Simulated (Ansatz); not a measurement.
Amorphous Si₂₄O₄₈W, 73 atoms at 2.45 g/cm³, one PBE-relaxed geometry, zone centre. Methods: PBE, scalar-relativistic without spin-orbit coupling (Ansatz, a first-principles code); r2SCAN, scalar-relativistic without spin-orbit coupling (Ansatz); HSE06, scalar-relativistic without spin-orbit coupling (Ansatz). Plane waves to 420 eV (r2SCAN 500 eV); exact exchange is cut at the cell's faces. The usual formal charges leave 6 electrons over, so the level spacing at the Fermi energy parts defect or band states and needn't be the band gap. In the spin-polarised cell the level spacing at the Fermi energy can part levels of unlike spin. At PBE the levels at both edges of the gap are localised (band-tail or defect states).

Preparation: random packing, a CHGNet melt and quench, and a DFT relaxation. O atoms were pushed apart under 1.9 Å during the dynamics, to hinder bonds among them. The hot cell started wider than the set density and was brought back towards it in steps. It is the lowest in DFT energy of 2 quenches. It is a model cell: composition and starting density were chosen by hand, and all elements were melted together. No dispersion term was used. Its density started from a set value of 2.44 and ended at 2.45 g/cm³. The simulated quench (nominally 400 K/ps over its main leg) is rapid and tends to freeze in more defects than a deposited or slowly cooled glass has. One small periodic cell is one sample of the glass; other quenches scatter about these values. The volume was held where the preparation left it and the shape relaxed, at a PBE pressure of 1.5 GPa. Stress components on the final sampling reach 1.7 GPa. Cycles of charging lowered its energy after that relaxation.

The relaxation ran on the zone centre alone. At PBE the level spacing at the Fermi energy is 0.66 eV on a 2×2×2 Γ-centred mesh, and the spacing at the zone centre alone 0.68 eV.

Question: What zone-centre spacing does r2SCAN give, roughly?

Answer: 1.17 eV (+0.49 eV against PBE).

Question: What zone-centre spacing does HSE06 give, roughly?

Answer: 2.43 eV (+1.75 eV against PBE).

The highest filled and the lowest empty state spread over these numbers of atoms (participation numbers): PBE: 2.5 and 3.0; r2SCAN: 2.5 and 2.9; HSE06: 2.5 and 3.2.
